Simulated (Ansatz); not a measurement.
The cell is built on a prototype and need not be the phase stable at ambient conditions.

By PBEsol, the system below comes out a metal.

The ballistic (Sharvin) conductance counts the channels at the Fermi level: G/A = (e²/h) × channels of both spins per area.

Data:

```yaml
crystal:
  lattice:
    - [3.82049, 0.00000, 0.00000]
    - [-1.91024, 3.30864, 0.00000]
    - [1.91024, 1.10288, 1.55971]
  atoms:
    - { symbol: Ag, position: [0.00000, 0.00000, 0.00000] }
```

Space group of this cell: Pm-3m, simple cubic. The cell was relaxed by PBE-D3(BJ); by PBEsol its mean pressure is -1.6 GPa.

The current flows along the normal of the first two printed cell vectors. No spin-orbit coupling; the value is a mean over 0.1 eV about the Fermi level.

Question: State the ballistic conductance per area according to PBEsol run with Ansatz (an electronic-structure program).

Answer: 0.75 × 10¹⁵ S/m² for both spins.
